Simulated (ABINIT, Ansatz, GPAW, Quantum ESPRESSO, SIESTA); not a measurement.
## Code comparison for TaAl3 (I4/mmm, 4 atoms in the cell)

Self-consistent single point.

```
TaAl3
1.0
   -1.91710     1.91710     4.25129
    1.91710    -1.91710     4.25129
    1.91710     1.91710    -4.25129
Ta Al
1 3
Cartesian
  0.00000   0.00000   0.00000
  0.00000   0.00000   4.25129
  0.00000   1.91710   2.12565
  1.91710   0.00000   2.12565
```

All programs got the same cell, k-point mesh and kind of occupations (in Ansatz's words: kpoints.mp_grid.grid = 11 11 11; scf.occupations.method = gaussian; scf.occupations.width = 0.0073 Ry); potentials, basis and cutoffs are each program's usual ones.

```
code                                                                                                                                      model  pressure (GPa)  k-points       cutoff
----------------  -----------------------------------------------------------------------------------------------------------------------------  --------------  --------  -----------
GPAW                                                                                      PBEsol, GPAW PAW datasets PBEsol (made by gpaw-setup)            0.01       126       600 eV
Quantum ESPRESSO                                                                             PBEsol, PSlibrary ultrasoft (PBE) pseudopotentials           -0.11       126        50 Ry
SIESTA            GGA PBEsol, numerical atomic orbitals TZP, PseudoDojo PBEsol standard norm-conserving potentials (rewritten from UPF to PSML)           -0.77       666  grid 400 Ry
Ansatz                                                                                                  PBEsol, default PAW files made with PBE           -0.45       126      30.9 Ry
ABINIT                                                                                       PBEsol, PAW (JTH v2.0 PBE PAW, files made for PBE)           -0.21       126        42 Ry
```

The spread over the programs that give each value: pressure within 0.78 GPa.

The starting cell comes from a database of computed structures (which also holds hypothetical and non-ambient phases and stackings), without a prior relaxation at this level. On Ansatz's run: Spin-orbit coupling is off. Spin polarisation is off.

### Question
Why do the programs differ, and what cannot be compared?

### Answer
Differences of this kind can come from the potentials, where these differ, and from what each basis and cutoff leave unconverged. The zero of total energies and Fermi levels follows the potentials and each program's conventions, so they are not compared here. SIESTA uses small atom-centred bases, whose incompleteness enters pressures, forces and empty levels differently from a plane-wave cutoff. Ansatz's pressure is given at a fixed set of plane waves, as the other plane-wave codes print theirs; with its correction for the finite basis it is -0.39 GPa. Ansatz's smearing width was typed in Ry to four decimals, so it matches the others to a few per cent. The programs reduce the same mesh by symmetry to different extents, which changes the work and not the result.

Left out of this page: Elk and FLEUR (not drawn, or without a comparable value).

Ansatz is an electronic-structure program.

Keys are those of Ansatz 0.2.
